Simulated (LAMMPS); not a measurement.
MD of C (diamond structure) at zero pressure over temperature, 512 atoms; each row names its start.

Level of theory: classical MD, pair style lcbop, file C.lcbop (LAMMPS).

```json
[
 {"T (K), start": "100, crystal", "state": "crystal; no diffusion seen in 21 ps", "volume": "5.6759 ± 0.0001 Å³/atom", "enthalpy": "-7.3252 ± 0.0001 eV/atom", "first peak of g(r)": "1.54 Å, height 13.0", "coordination number": "4.00 (counted to 2.02 Å)"},
 {"T (K), start": "200, crystal", "state": "crystal; no diffusion seen in 21 ps", "volume": "5.6860 ± 0.0001 Å³/atom", "enthalpy": "-7.3003 ± 0.0001 eV/atom", "first peak of g(r)": "1.54 Å, height 10.3", "coordination number": "4.00 (counted to 2.06 Å)"},
 {"T (K), start": "300, crystal", "state": "crystal; no diffusion seen in 21 ps", "volume": "5.6961 ± 0.0001 Å³/atom", "enthalpy": "-7.2743 ± 0.0002 eV/atom", "first peak of g(r)": "1.54 Å, height 8.9", "coordination number": "4.00 (counted to 2.06 Å)"},
 {"T (K), start": "1800, crystal", "state": "crystal; no diffusion seen in 21 ps", "volume": "5.8752 ± 0.0007 Å³/atom", "enthalpy": "-6.862 ± 0.002 eV/atom", "first peak of g(r)": "1.55 Å, height 3.7", "coordination number": "4.00 (counted to 2.06 Å)"},
 {"T (K), start": "2400, crystal", "state": "crystal; no diffusion seen in 21 ps", "volume": "5.9443 ± 0.0006 Å³/atom", "enthalpy": "-6.700 ± 0.002 eV/atom", "first peak of g(r)": "1.55 Å, height 3.3", "coordination number": "4.00 (counted to 2.06 Å)"},
 {"T (K), start": "3000, crystal", "state": "crystal; no diffusion seen in 21 ps", "volume": "6.005 ± 0.001 Å³/atom", "enthalpy": "-6.539 ± 0.003 eV/atom", "first peak of g(r)": "1.54 Å, height 2.8", "coordination number": "4.00 (counted to 2.06 Å)"},
 {"T (K), start": "3600, crystal", "state": "crystal; no diffusion seen in 21 ps", "volume": "6.0566 ± 0.0006 Å³/atom", "enthalpy": "-6.388 ± 0.002 eV/atom", "first peak of g(r)": "1.54 Å, height 2.7", "coordination number": "4.00 (counted to 2.06 Å)"},
 {"T (K), start": "4200, crystal", "state": "crystal; no diffusion seen in 21 ps", "volume": "6.1021 ± 0.0006 Å³/atom", "enthalpy": "-6.2385 ± 0.0008 eV/atom", "first peak of g(r)": "1.54 Å, height 2.3", "coordination number": "4.00 (counted to 2.06 Å)"},
 {"T (K), start": "4800, crystal", "state": "crystal; no diffusion seen in 21 ps", "volume": "6.1414 ± 0.0008 Å³/atom", "enthalpy": "-6.096 ± 0.001 eV/atom", "first peak of g(r)": "1.54 Å, height 2.2", "coordination number": "4.00 (counted to 2.06 Å)"}
]
```

Measured linear expansion coefficient: 0.4000 1e-6/K at 200 K (Kaye and Laby Online (NPL), 2.3.5 Thermal expansion).

Caution: in nature this polymorph isn't the stable one over the whole range of temperature at this pressure, and short runs keep a crystal in its starting form.

Caution (rows 100, crystal; 200, crystal; 300, crystal): nuclei are classical, which matters for such light atoms.

Caution (rows 1800, crystal; 2400, crystal; 3000, crystal; 3600, crystal; 4200, crystal; 4800, crystal): a run this short can hold a crystal over, or a liquid under, the potential's own melting point, which these runs don't give.

Caution (rows 3000, crystal; 4800, crystal): enthalpy drifts during the constant-pressure average: a transition or slow ageing; fluctuation values are void.

From the crystal rows between 100 and 300 K, estimate the mean linear expansion coefficient and the heat capacity. The slope of ln V over three gives 5.9 × 10^-6 /K, and dH/dT = 3.0 kB/atom. Nuclei are classical here, so the heat capacity stays near 3 kB/atom, where a real crystal's falls off below its Debye temperature.

States go by the mean squared displacement: a species diffuses where it passes 1.5 Å², still rises and gives D over 1e-6 cm²/s; a crystal has left its structure where atoms lie 0.35 Å off their sites on average or a cubic box changes its shape by 3 %, or the axial ratios of another lie 8 % off the starting cell's, which the potential's own relaxation can also do.

Uncertainties are statistical and leave out the potential's own error.
